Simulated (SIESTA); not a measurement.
Input and output of a self-consistent single point for Li (Im-3m, 1 atom in the cell) (SIESTA).

Method of the run: GGA PBEsol, numerical atomic orbitals SZ, PseudoDojo PBEsol standard norm-conserving potentials (rewritten from UPF to PSML) (SIESTA).

```yaml
crystal:
  lattice:
    - [-1.75023, 1.75023, 1.75023]
    - [1.75023, -1.75023, 1.75023]
    - [1.75023, 1.75023, -1.75023]
  atoms:
    - { symbol: Li, position: [0.00000, 0.00000, 0.00000] }
```

Reference input (self-consistent single point, DFT, GGA PBEsol, numerical atomic orbitals DZP, PseudoDojo PBEsol standard norm-conserving potentials (rewritten from UPF to PSML)): XC.functional = GGA; XC.authors = PBEsol; potentials = PseudoDojo PBEsol standard; PAO.BasisSize = DZP; PAO.EnergyShift = 0.01 Ry; MeshCutoff = 300 Ry; kgrid.MonkhorstPack = 13 13 13; OccupationFunction = MP; OccupationMPOrder = 0; ElectronicTemperature = 100 meV; PAO.Polarization.NonPerturbative = true; MaxSCFIterations = 150. This run's input differs from it in these lines:

```diff
@@ -22,3 +22,3 @@
 XC.authors                   PBEsol
-PAO.BasisSize                DZP
+PAO.BasisSize                SZ
 PAO.EnergyShift              0.01 Ry
```

The program printed (abridged):

```
        iscf     Eharris(eV)        E_KS(eV)     FreeEng(eV)     dDmax    Ef(eV) dHmax(eV)
   scf:    1     -191.836858     -194.056724     -194.058964  0.167550 -4.942989  0.399624
   scf:    2     -194.056737     -194.056730     -194.058970  0.000187 -4.945834  0.359301
   scf:    3     -194.056793     -194.056762     -194.058994  0.001649 -4.971157  0.000116
   scf:    4     -194.056762     -194.056762     -194.058994  0.000002 -4.971287  0.000285
SCF Convergence by DM+H criterion
max |DM_out - DM_in|         :     0.0000018240
max |H_out - H_in|      (eV) :     0.0002846501
SCF cycle converged after 4 iterations

Using DM_out to compute the final energy and forces

siesta: E_KS(eV) =             -194.0568

siesta: E_KS - E_eggbox =      -194.0568

siesta: Atomic forces (eV/Ang):
     1    0.000000    0.000000   -0.000000
   Tot    0.000000    0.000000   -0.000000
   Max    0.000000
   Res    0.000000    sqrt( Sum f_i^2 / 3N )
   Max    0.000000    constrained

Stress tensor Voigt[x,y,z,yz,xz,xy] (kbar):      -10.38      -10.38      -10.38        0.14        0.14        0.14
(Free)E + p*V (eV/cell)     -193.9200
Target enthalpy (eV/cell)     -194.0590

siesta: Program's energy decomposition (eV):
siesta: FreeEng =      -194.058994

siesta: Stress tensor (static) (eV/Ang**3):
   [... lines left out ...]
siesta: Cell volume =         21.446137 Ang**3
   [... lines left out ...]
siesta:           0.00647918          0.00647918  eV/Ang**3
siesta:          10.38079139         10.38079139  kBar

mulliken: Atomic and Orbital Populations:

Species: Li
Atom  Qatom  Qorb
               1s      2s
   1  3.000   2.016   0.984

mulliken: Qtot =        3.000

Mulliken Atomic Populations:
Atom #   charge [q] valence [e]  Species
     1    -0.000000    3.000000  Li
 Total    -0.000000
```

The run converged in 4 iterations. Against the reference run the pressure goes from -0.60 to 1.04 GPa.

The starting cell has typed, rounded lattice constants, without a prior relaxation at this level. Its lattice was rescaled by up to half a per cent. Values carry the incompleteness of an atom-centred basis.
